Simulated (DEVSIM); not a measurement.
**abrupt Si n-p junction**

Device: abrupt Si n-p junction, at 400 K.

```csv
layer (left to right),material,thickness (μm),Nd (cm⁻³),Na (cm⁻³),τn (s),τp (s)
1,Si,46.0,2.2e15,-,6.9e-5,6.9e-5
2,Si,26.0,-,2.6e15,6.9e-5,6.9e-5
```

Left contact: ohmic. Right contact: ohmic. Voltage is applied to the left contact. Recombination: SRH at mid-gap. Mobility is μmin + (μ − μmin)/(1 + (N/Nref)^α).

Constants are typed, rounded textbook-type inputs, not results; the design itself was drawn at random and stands for no fabricated device. Values at 300 K; Nc and Nv go as T^1.5, mobilities as T to minus their exponent, the gap by Varshni's rule with the affinity fixed.

```tsv
parameter	Si
gap (eV)	1.124
affinity (eV)	4.05
permittivity	11.7
Nc (cm⁻³)	2.86e19
Nv (cm⁻³)	3.1e19
μn (cm²/Vs)	1417
μp (cm²/Vs)	470
μn,min	52
μp,min	45
Nref,n	9.7e16
Nref,p	2.2e17
αn	0.68
αp	0.72
T exponent of μn	2.3
T exponent of μp	2.2
Varshni α (eV/K)	0.000473
Varshni β (K)	636
```

Model (solved in DEVSIM): 1D drift-diffusion, Boltzmann statistics, complete ionisation; no tunnelling, impact ionisation, image-force lowering or self-heating.

```json
{
  "potential_step_across_the_device_at_zero_bias": "0.417 V",
  "largest_field_in_the_device_at_zero_bias": "11000 V/cm",
  "Dark forward voltage at 1 A/cm²": "0.389 V",
  "Dark forward voltage at 100 A/cm²": "1.102 V"
}
```

Dark forward current:

(V (V), J (A/cm²)): (-0.05, -7.3e-5); (-0.10, -0.00038); (-0.15, -0.0017); (-0.20, -0.0073); (-0.30, -0.12); (-0.35, -0.44); (-0.40, -1.3); (-0.45, -2.8); (-0.50, -5.1); (-0.55, -8.2); (-0.60, -12); (-0.70, -23); (-0.75, -29); (-0.80, -37); (-0.85, -45); (-0.90, -54); (-0.95, -64); (-1.05, -87); (-1.10, -99); (-1.15, -110); (-1.20, -130); (-1.25, -140); (-1.30, -160); (-1.35, -180); (-1.45, -210); (-1.50, -230); (-1.55, -250); (-1.60, -270)

Small-signal capacitance in reverse bias (quasi-static):

```json
[
 {"V (V)": "0.1", "C (nF/cm²)": "14.9"},
 {"V (V)": "0.25", "C (nF/cm²)": "12.9"},
 {"V (V)": "0.5", "C (nF/cm²)": "10.8"},
 {"V (V)": "0.75", "C (nF/cm²)": "9.49"},
 {"V (V)": "1", "C (nF/cm²)": "8.57"},
 {"V (V)": "1.5", "C (nF/cm²)": "7.32"},
 {"V (V)": "2", "C (nF/cm²)": "6.49"},
 {"V (V)": "2.5", "C (nF/cm²)": "5.89"},
 {"V (V)": "3.25", "C (nF/cm²)": "5.24"},
 {"V (V)": "4", "C (nF/cm²)": "4.77"},
 {"V (V)": "5", "C (nF/cm²)": "4.30"}
]
```
